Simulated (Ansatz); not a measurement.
The decay constant κ of evanescent states in the gap governs leakage through a thin film.

Data:

```
CELL_PARAMETERS angstrom
      5.19236     0.00000     0.00000
      0.00000     5.52339     0.00000
      0.00000     2.76169     1.59446
ATOMIC_POSITIONS crystal
  Ga 0.50092 0.33333 0.00000
  Ga 0.00092 0.66667 0.00000
  N  0.12408 0.33333 0.00000
  N  0.62408 0.66667 0.00000
```

The cell is taken as given; by r2SCAN it stands under a pressure of -1.0 GPa.

Transport runs along the normal of the first two printed cell vectors, the (110) plane of the conventional cell.

The gap is the functional's own, uncorrected, and κ follows it; spin-orbit coupling is left out. Mid-gap means the computed energy nearest the middle.

Q: State the band gap and the smallest decay constant κ at mid-gap according to r2SCAN (Ansatz, a program for electronic structure).

A: Gap 2.31 eV on a 6×18×18 mesh; κ = 0.163 1/Å, at the zone centre.
